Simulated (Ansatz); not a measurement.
The reference is Ti in the hcp (Mg type) structure (space group P6_3/mmc, No. 194; a = 2.936 Å, c = 4.640 Å; relaxed with 0.1 eV smearing). Axes: x lies along a and z along c of the hexagonal cell.

Calculations: r2SCAN (Ansatz, a program for electronic structure, PAW, scalar-relativistic without spin-orbit coupling).

Strains are applied to the cell and any free atomic positions relax.

One change was made to it. Results:

The energy goes up by 1.0 meV/atom; the pressure (mean of the normal stresses, compression positive) goes from zero to 1.2 GPa; the largest internal atomic displacement comes out as 0.010 Å.

Task: What was done to the base?
(A) uniaxial strain ε_xx = −2.50 %
(B) uniaxial strain ε_xx = −1.00 %
(C) uniaxial strain ε_xx = −1.50 %
(D) uniaxial strain ε_xx = −2.00 %

Result: B, uniaxial strain ε_xx = −1.00 %. For comparison, the energy relative to the base in the other runs: uniaxial strain ε_xx = −2.00 % gives +4.0 meV/atom; uniaxial strain ε_xx = −1.50 % gives +2.2 meV/atom; uniaxial strain ε_xx = −2.50 % gives +6.3 meV/atom.

No phonon test of stability was made. All final runs are without spin polarisation.
